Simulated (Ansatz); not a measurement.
The parent structure is SnSe in the GeS type structure (space group Pnma, No. 62; a = 11.534 Å, b = 4.121 Å, c = 4.578 Å; layered, stacked along the Cartesian x axis). Axes: x, y, z lie along a, b, c of the conventional cell.

Level of theory: Kohn–Sham DFT with the r2SCAN+rVV10 functional, run in Ansatz (a quantum-chemistry and plane-wave program) with PAW and 500 eV plane waves, scalar-relativistic without spin-orbit coupling, earlier PAW set.

Strains are applied to the cell and any free atomic positions relax.

One change was made to it. Results:

| quantity | base | after |
|---|---|---|
| band gap | 0.89 eV | 0.48 eV |
| energy relative to the base (free energy F) | 0 meV/atom | +8.7 meV/atom |
| largest internal atomic displacement | – | 0.107 Å |

### Question
Which of these changes matches the shifts?
A) uniaxial strain ε_zz = −5.07 %
B) isotropic strain −5.52 %
C) isotropic strain −0.92 %

### Answer
A, uniaxial strain ε_zz = −5.07 %. For comparison, the band gap in the other runs: isotropic strain −5.52 % gives zero; isotropic strain −0.92 % gives 0.74 eV.

A case with no gap was solved on a k-mesh chosen for an insulator, which is coarse for it. Whether these cells are dynamically stable was not tested. The final runs are not spin-polarised. A zero or small gap of SnSe under isotropic strain −5.52 % can be the functional's error rather than a property of the material.
